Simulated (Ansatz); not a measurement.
We consider BP (model structure, P6₂22, No. 180, 6 atoms in the cell), described by r²SCAN+rVV10 (Ansatz, a first-principles code, PAW).

Run with plane-wave cutoff 560 eV, 18×18×8 k mesh (along the axes of the cell as run), Fermi–Dirac smearing 0.05 eV, scalar-relativistic PAW data made under PBE.

Cell (relaxed at this level):

Space group P6₂22 (No. 180); a = b = 3.273 Å, c = 6.996 Å, α = β = 90.00°, γ = 120.00°

```tsv
atom	site	symmetry	x	y	z
B	3d	222	0.5000	0.0000	0.5000
P	3c	222	0.5000	0.0000	0.0000
```

Problem. What does this level give for the band gap and smallest direct gap on the k points sampled?

Solution. 
* **band gap**: 0.20 eV (indirect)
* **smallest direct gap on the k points sampled**: 2.67 eV

Note: the relaxation could raise the start's symmetry but not lower it, so the cell can be a saddle point.

Static lattice: no zero-point or thermal effects.

Computing time: around 60 core-seconds (rough).

A model structure was made by putting elements into a prototype or built by hand; it is no filed structure, need not be a known phase, and can be a saddle point held by its symmetry.
